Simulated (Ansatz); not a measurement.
Amorphous Hf18O39Y2, 59 atoms at 8.75 g/cm³, one PBE-relaxed geometry, zone centre. Methods: PBE, scalar-relativistic without spin-orbit coupling (Ansatz, a program for electronic structure); r2SCAN, scalar-relativistic without spin-orbit coupling (Ansatz); HSE06, scalar-relativistic without spin-orbit coupling (Ansatz). Plane waves to 420 eV (r2SCAN 500 eV); exact exchange is cut at the cell's faces. At PBE the levels at the filled edge of the gap are localised (band-tail or defect states), and the nearest spread-out levels lie 3.9 eV apart at the zone centre. All rungs ran without spin polarisation.

It comes from a melt-quench run on a machine-learned potential (CHGNet), relaxed afterwards by DFT. O atoms were pushed apart under 1.9 Å during the dynamics, to hinder bonds among them. The hot cell started wider than the set density and was brought back towards it in steps. It is the lowest in DFT energy of 2 quenches. It is a model cell: composition and starting density were chosen by hand, and all elements were melted together. No dispersion term was used. Its density started from a set value of 8.63 and ended at 8.75 g/cm³. The simulated quench (nominally 450 K/ps over its main leg) is rapid and tends to freeze in more defects than a deposited or slowly cooled glass has. One small periodic cell is one sample of the glass; other quenches scatter about these values. Volume and shape were free in the relaxation. Stress components on the final sampling reach 6.0 GPa. On a 2×2×2 Γ-centred mesh force components of up to 0.12 eV/Å stay, since the relaxation ran on the zone centre alone. Cycles of charging lowered its energy after that relaxation.

The relaxation ran on the zone centre alone. At PBE the level gap is 3.58 eV on a 2×2×2 Γ-centred mesh, and the spacing at the zone centre alone 3.64 eV.

What zone-centre spacing does r2SCAN give, roughly?

4.10 eV (+0.46 eV against PBE).

What zone-centre spacing does HSE06 give, roughly?

5.16 eV (+1.51 eV against PBE).

The highest filled and the lowest empty state spread over these numbers of atoms (participation numbers): PBE: 6.7 and 11.5; r2SCAN: 6.4 and 10.7; HSE06: 6.6 and 10.9.
